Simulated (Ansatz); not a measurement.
Band structure of MgCd3 (Imm2, 4 atoms in the cell).

```xyz
4
Lattice="-1.5934 5.0869 2.6590 1.5934 -5.0869 2.6590 1.5934 5.0869 -2.6590" Properties=species:S:1:pos:R:3 pbc="T T T"
Mg     0.0000     0.0000     3.5399
Cd     1.5934     0.0000     0.8974
Cd     1.5934     2.5296     2.6562
Cd     1.5934    -2.5296     2.6562
```

Method of the run: PBEsol, PAW files made with PBE (plane waves; Ansatz, a program for electronic structure).

Settings: basis.ecutwfc = 420 eV; kpoints.mp_grid.grid = 7 7 7; hamiltonian.xc = pbesol; hamiltonian.pseudopotentials = {kind: paw} (the program's default PAW files); scf.occupations.method = fermi_dirac; scf.occupations.width = 0.05 eV; kpoints.band_path.npoints = 8.

The starting cell comes from a database of computed structures (which also holds hypothetical and non-ambient phases and stackings), without a prior relaxation at this level. Its lattice was rescaled by a random factor within 2.5 % of one.

Levels in eV from the Fermi level, bands 32 to 39:
| point | 32 | 33 | 34 | 35 | 36 | 37 | 38 | 39 |
|---|---|---|---|---|---|---|---|---|
| Γ | -8.25 | -2.32 | -1.64 | -1.55 | -1.30 | -0.40 | 0.46 | 7.75 |
| X | -3.65 | -3.42 | -3.12 | 0.59 | 1.14 | 2.68 | 2.90 | 3.64 |
| L | -2.92 | -2.90 | -2.58 | -2.20 | 0.56 | 0.88 | 2.93 | 3.08 |
| T | -2.90 | -2.70 | -1.79 | -1.65 | -0.83 | -0.12 | 2.76 | 2.93 |
| W | -2.73 | -2.44 | -2.34 | -2.14 | 0.47 | 0.55 | 1.05 | 1.70 |
| R | -3.86 | -3.83 | -0.77 | -0.52 | 1.34 | 2.06 | 2.20 | 2.56 |
| X1 | -3.65 | -3.42 | -3.12 | 0.59 | 1.14 | 2.68 | 2.90 | 3.64 |
| Z | -7.12 | -6.70 | -2.55 | -2.25 | 3.13 | 3.14 | 4.29 | 5.15 |
| Y | -6.34 | -6.30 | -5.52 | 0.42 | 0.52 | 2.61 | 6.22 | 6.91 |
| S | -6.82 | -6.49 | -3.22 | -3.14 | 2.80 | 3.33 | 4.82 | 5.54 |

Bands cross the Fermi level along this path, so the cell is metallic at this level.

Keys are those of Ansatz 0.2.
